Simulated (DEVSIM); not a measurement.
Structure: Pt/SiO2/p-GaAs capacitor, at 300 K.

| layer (left to right) | material | thickness (nm) | Na (cm⁻³) |
|---|---|---|---|
| 1 | SiO2 | 6.00 | - |
| 2 | GaAs | 680 | 9e17 |

Metal gate on the left, work function 5.6 eV. Fixed charge at the semiconductor interface 0 cm⁻² (in units of +e); no interface traps.

The device is made up for the run: typed textbook-type constants, with dimensions and the other settings drawn at random. Values at 300 K; Nc and Nv go as T^1.5, mobilities as T to minus their exponent, the gap by Varshni's rule with the affinity fixed.

```csv
parameter,SiO2,GaAs
gap (eV),9,1.424
affinity (eV),0.9,4.07
permittivity,3.9,12.9
Nc (cm⁻³),-,4.7e17
Nv (cm⁻³),-,9e18
Varshni α (eV/K),-,0.000541
Varshni β (K),-,204
```

Model (solved in DEVSIM): 1D Poisson equation in equilibrium, Boltzmann statistics, complete ionisation; no quantum confinement or tunnelling. Metal contacts follow the ideal Schottky-Mott rule: no Fermi-level pinning, no interface dipoles.

The temperature was swept, all else fixed.

```tsv
temperature (K)	flat-band voltage (V)	minimum of the low-frequency capacitance (μF/cm²)
250	0.13	0.177
300	0.17	0.183
350	0.21	0.185
400	0.25	0.187
450	0.29	0.191
500	0.33	0.197
```

From the first row to the last the flat-band voltage goes from 0.13 to 0.33. From the first row to the last the minimum of the low-frequency capacitance goes from 0.177 to 0.197.
